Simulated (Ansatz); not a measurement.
The parent structure is KCl in the rock salt structure (space group Fm-3m, No. 225; a = 6.3814 Å).

Structures relaxed with PBE/PAW in Ansatz (a program for electronic structure), spin-orbit coupling left out.

Base:

Simulated powder pattern, Mo Kα, λ = 0.71073 Å (kinematic, ideal powder, no thermal factors, no anomalous dispersion; the 14 strongest lines at most, above 2 %, up to 2θ = 40°):

```csv
2θ (°),I/Imax (%),hkl
12.79,100,(200)
18.12,73,(220)
22.24,25,(222)
25.74,12,(400)
28.84,32,(420)
31.66,24,(422)
36.72,7.2,(440)
39.04,15,(442)
```

After one change:

Simulated powder pattern, Mo Kα, λ = 0.71073 Å (kinematic, ideal powder, no thermal factors, no anomalous dispersion; the 14 strongest lines at most, above 2 %, up to 2θ = 40°):

```
2θ (°)  I/Imax (%)
------  ----------
12.48          100
17.68           73
21.70           26
25.10           12
28.12           33
30.87           24
35.80          7.3
38.05           15
```

Q: What was done to the base?
A) isotropic strain +2.50 %
B) isotropic strain −2.00 %
C) isotropic strain −1.50 %
D) isotropic strain −1.00 %

A: A, isotropic strain +2.50 %. Its volume per atom is 34.98 Å³ against 32.48 Å³, and its space group is Fm-3m (No. 225).

Stability against distortions was not tested.
